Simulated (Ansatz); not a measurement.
Results of PBEsol-D3(BJ) (Ansatz, an electronic-structure program, PAW) for quartz-high SiO₂ (high-temperature phase).

Run with plane-wave cutoff 520 eV, 12×12×6 k mesh (along the axes of the cell as run), Fermi–Dirac smearing 0.01 eV, scalar-relativistic PAW data made under PBE.

Computed points:

```json
[
 {"V (Å³/atom)": "13.131", "E − E_lowest (meV/atom)": "9.57"},
 {"V (Å³/atom)": "13.405", "E − E_lowest (meV/atom)": "2.34"},
 {"V (Å³/atom)": "13.678", "E − E_lowest (meV/atom)": "0.00"},
 {"V (Å³/atom)": "13.952", "E − E_lowest (meV/atom)": "2.27"},
 {"V (Å³/atom)": "14.225", "E − E_lowest (meV/atom)": "8.86"}
]
```

Question: Estimate the bulk modulus and its pressure derivative from these points.

Answer: V0 = 13.677 Å³/atom, B0 = 135 GPa, B′ = 2.2 (fit to the energies at full precision).

Shape and atoms are relaxed at each volume.

Note: symmetry holds this phase in the static calculation, where it need not be a minimum; held by symmetry at 0 K, a high-temperature phase can be a saddle point; the bulk modulus comes from volumes at which shape and atoms were relaxed.

Computed values are for the static lattice.

It cost very roughly 13 core-minutes of CPU time.
